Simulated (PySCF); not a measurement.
PySCF 2.14.0, B3LYP/def2-svp: C#C[SiH2][Si@H](F)[SiH2][SiH3], 16 atoms. The geometry is a generated start, not checked to be a minimum at this level.

```json
{
  "task": "energy and gradient",
  "method": "b3lyp",
  "basis": "def2-svp",
  "mol.max_memory": "7000 MB",
  "mf.init_guess": "minao (default)",
  "mf.DIIS": "CDIIS (default)",
  "mf.diis_space": "8 (default)",
  "mf.conv_tol": "1e-09 (default)",
  "mf.grids.level": "3 (default)",
  "basis functions (reference run)": "159",
  "grid points (reference run)": "207496"
}
```

```xyz
16

C      2.2415    -2.0339     0.9942
C      2.1247    -0.9570     0.4757
Si     1.9537     0.7233    -0.3308
Si     0.0570     0.7811    -1.6375
F      0.1334     2.0022    -2.6807
Si    -1.7404     1.0699    -0.2449
Si    -1.8530    -0.7871     1.0949
H      2.3499    -2.9881     1.4581
H      3.1613     0.9860    -1.1594
H      1.8842     1.7779     0.7161
H     -0.0914    -0.4756    -2.4261
H     -1.5933     2.3061     0.5769
H     -2.9985     1.2019    -1.0366
H     -3.1199    -0.7967     1.8728
H     -0.7210    -0.7873     2.0556
H     -1.7880    -2.0226     0.2716
```

The reference run uses exact four-centre integrals. Single runs; times are not shown.

Settings tried, all else as in the reference:
- density fitting, auxbasis = autoaux
- density fitting of J alone, exact K
- density fitting, auxbasis = def2-universal-jfit
- density fitting

Task: Which of these stay within 1.0 meV/atom in energy, 10 meV/Å in forces (largest component) of the reference run?

Result: Within it: density fitting; density fitting of J alone, exact K; density fitting, auxbasis = autoaux. Outside: density fitting, auxbasis = def2-universal-jfit.

```
setting                                          energy against the reference  difference in forces (largest component)
-----------------------------------------------  ----------------------------  ----------------------------------------
density fitting                                                −0.23 meV/atom                                 1.5 meV/Å
density fitting of J alone, exact K                            −0.35 meV/atom                                 1.5 meV/Å
density fitting, auxbasis = autoaux                            −0.25 meV/atom                                 3.5 meV/Å
density fitting, auxbasis = def2-universal-jfit                +2300 meV/atom                                 700 meV/Å
```

Total energies are compared; such shifts often cancel in part in energy differences. def2-universal-jfit is made for Coulomb alone and misses functions that exchange needs. Also tried and not ranked: density fitting, auxbasis = def2-universal-jkfit (same energy as a listed run); COSX exchange (sgx_fit, pjs) with fitted J, mf.with_df.grids_level_i = 1, mf.with_df.grids_level_f = 1 (gradient came out as NaN); COSX exchange (sgx_fit, pjs) with fitted J, mf.with_df.grids_level_i = 1, mf.with_df.grids_level_f = 2 (default) (gradient came out as NaN); COSX exchange (sgx_fit, pjs) with fitted J, mf.with_df.grids_level_i = 1, mf.with_df.grids_level_f = 3 (gradient came out as NaN); COSX exchange (sgx_fit, pjs) with fitted J, mf.with_df.grids_level_i = 1, mf.with_df.grids_level_f = 4 (gradient came out as NaN). The tolerance is a choice made for this comparison.
